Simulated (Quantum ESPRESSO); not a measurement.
Sensitivity of a calculation on YSiRu (Pnma, 12 atoms in the cell) to its settings

```yaml
crystal:
  lattice:
    - [6.99757, 0.00000, 0.00000]
    - [0.00000, 4.32604, 0.00000]
    - [0.00000, 0.00000, 7.08044]
  atoms:
    - { symbol: Y, position: [0.01387, 0.75000, 0.18681] }
    - { symbol: Y, position: [0.98613, 0.25000, 0.81319] }
    - { symbol: Y, position: [0.48613, 0.25000, 0.68681] }
    - { symbol: Y, position: [0.51387, 0.75000, 0.31319] }
    - { symbol: Si, position: [0.30560, 0.25000, 0.10598] }
    - { symbol: Si, position: [0.69440, 0.75000, 0.89402] }
    - { symbol: Si, position: [0.19440, 0.75000, 0.60598] }
    - { symbol: Si, position: [0.80560, 0.25000, 0.39402] }
    - { symbol: Ru, position: [0.65206, 0.25000, 0.06746] }
    - { symbol: Ru, position: [0.34794, 0.75000, 0.93254] }
    - { symbol: Ru, position: [0.84794, 0.75000, 0.56746] }
    - { symbol: Ru, position: [0.15206, 0.25000, 0.43254] }
```

Base run A: Quantum ESPRESSO with LDA (PZ), GBRV 1.5 ultrasoft (LDA) pseudopotentials, self-consistent single point.

Its settings: ecutwfc = 40 Ry; ecutrho = 320 Ry; occupations = smearing; smearing = marzari-vanderbilt; degauss = 0.0073499 Ry; potentials = {Y: y_lda_v1.4.uspp.F.UPF, Si: si_lda_v1.uspp.F.UPF, Ru: ru_lda_v1.2.uspp.F.UPF}; K_POINTS = automatic 5 8 5 0 0 0; conv_thr = 1e-11 Ry.

The starting cell comes from a database of computed structures (which also holds hypothetical and non-ambient phases and stackings), without a prior relaxation at this level. Spin polarisation is off. In the base run, with a pressure of about -7 GPa the cell is away from its equilibrium volume at this level.

ΔF is the free energy per atom less that of run A. 

Runs C sample the zone with one or two k-points, far too few for so small a cell.

```tsv
run	change	ΔF (meV/atom)	pressure (GPa)	largest force (eV/Å)	k-points
A	base	0.00	-6.63	0.115	45
B	degauss: 0.0073499 Ry → 0.0036749 Ry	0.00	-6.62	0.114	45
C	K_POINTS: automatic 5 8 5 0 0 0 → automatic 1 2 1 0 0 0	-33.9	-5.39	0.399	2
D	K_POINTS: automatic 5 8 5 0 0 0 → automatic 4 6 4 0 0 0	1.02	-6.63	0.108	36
E	nbnd: default → 66	0.00	-6.63	0.115	45
F	lattice scaled by 0.985	-16.6	-0.01	0.143	45
G	diagonalization: default → rmm-davidson	0.00	-6.63	0.115	45
H	mixing_beta: default → 0.4	0.00	-6.63	0.115	45
```

Run D against A: The free energy rises by 1.0 meV/atom, the pressure stays at -6.63 GPa and the largest force goes from 0.115 to 0.108 eV/Å.

Run C against A: The free energy falls by 33.9 meV/atom, the pressure goes from -6.63 to -5.39 GPa and the largest force goes from 0.115 to 0.399 eV/Å.

Run F against A: The free energy goes down by 16.6 meV/atom, the pressure goes from -6.63 to -0.01 GPa and the largest force goes from 0.115 to 0.143 eV/Å.
